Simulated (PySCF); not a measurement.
PySCF 2.14.0, WB97X/def2-svp, df: Ti(O)(NH2)(NMe2) (C[N](C)[Ti]([NH2])=[O]), 14 atoms. The geometry is a generated start, not checked to be a minimum at this level.

```yaml
task: energy
method: wb97x
basis: def2-svp
two_electron_scheme: density fitting
mol.max_memory: 3000 MB
mf.max_cycle: 100
mf.conv_tol: 1e-09 (default)
mf.grids.level: 3 (default)
basis_functions: 141
grid_points: 169496
```

```xyz
14

Ti     1.2150    -0.9224    -0.2429
O      2.1536     0.3787    -0.1391
N      1.2572    -1.7345     1.4480
H      0.3849    -2.1267     1.8108
H      1.7337    -1.2437     2.2073
N     -0.5329    -0.2330    -0.4563
C     -0.5519     0.4783    -1.7293
C     -0.9150     0.6776     0.6145
H     -1.5652     0.8538    -1.9364
H      0.1392     1.3411    -1.7229
H     -0.2703    -0.2064    -2.5456
H     -0.1791     1.5028     0.7159
H     -1.9034     1.1071     0.4100
H     -0.9658     0.1272     1.5659
```

Charge 0 and multiplicity 1 are set for this test and not shown to be the ground state.

With the defaults (mf.DIIS = CDIIS, mf.diis = true, mf.init_guess = minao, newton = off, mf.diis_space = 8, mf.diis_damp = 0, mf.damp = 0, mf.diis_start_cycle = 1) it converges in 16 Fock builds. One run each on 2 threads, 1 BLAS thread, with these changes:
- mf.diis_space = 3
- mf.DIIS = EDIIS
- mf.diis_damp = 0.3
- mf.init_guess = atom
- newton = Hessian by the SCF's own integrals
- mf.diis_space = 5
- mf.init_guess = sap
- mf.diis = false
- mf.damp = 0.3, mf.diis_start_cycle = 4

Which runs fail or end elsewhere than the default run?

No convergence: mf.DIIS = EDIIS; mf.diis = false (the run ends without SCF convergence in 100 cycles). The rest reach the solution of the defaults.

```tsv
setting	Fock builds	end
the defaults	16	same solution
mf.diis_damp = 0.3	16	same solution
mf.diis_space = 5	17	same solution
mf.init_guess = atom	17	same solution
mf.init_guess = sap	19	same solution
mf.diis_space = 3	22	same solution
mf.damp = 0.3, mf.diis_start_cycle = 4	25	same solution
newton = Hessian by the SCF's own integrals	49	same solution
mf.DIIS = EDIIS	101	no convergence
mf.diis = false	101	no convergence
```

Under newton the count holds the products with the orbital Hessian.
